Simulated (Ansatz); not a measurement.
Adsorption energy and surface dipole of H on the 1x1 (101) surface of anatase TiO2 (cut with top plane O), one in a 2x1 cell, started at the site 'top O #2', worked from the runs' numbers; total energies count from the potentials' own zero.

Host crystal: anatase TiO2, with a band gap (PBE, scalar-relativistic without spin-orbit coupling).

The numbers are results of PBE (plane waves to 420 eV, PAW; Ansatz, a quantum-chemistry and plane-wave program), not measurements.

Slab: 37 atoms, 9.4 Å thick at the start under the adsorbate (thin: gaps and levels are the slab's own); k 3x4x1, smearing 0.01 eV, dipole-corrected; 14 atoms held, the rest relaxed; no symmetry held; spin-polarised, ending with about 0.5 μB a cell, a value that depends on the mesh; orders that need a larger cell were not tried, no spin-orbit, no U, no dispersion correction. The slab shows no gap over 0.04 eV on its mesh. It is one chosen start, not shown to be the lowest state of the adsorbate.

```csv
quantity,value
slab with the adsorbate,-43677.970 eV
"clean slab, same cell and mesh",-43662.869 eV
"reference, ½ H2(g)",-15.872 eV
area of the cell,39.58 Å²
change of the step from the bottom to the top vacuum level,-1.356 eV
```

Q: What is the adsorption energy against this reference?

A: E(slab + adsorbate) − E(slab) − E(reference) = 0.77 eV, so in this state the adsorbate is less stable than in the reference, at a coverage of 2.53 a nm².

Q: What dipole does adsorption add to the slab along the outward normal (Helmholtz relation, ε₀ = 0.005526 e/(V·Å))?

A: p = −ε₀·A·ΔV = 0.297 e·Å = 1.42 D; its positive end points to the vacuum, which lowers the vacuum level.
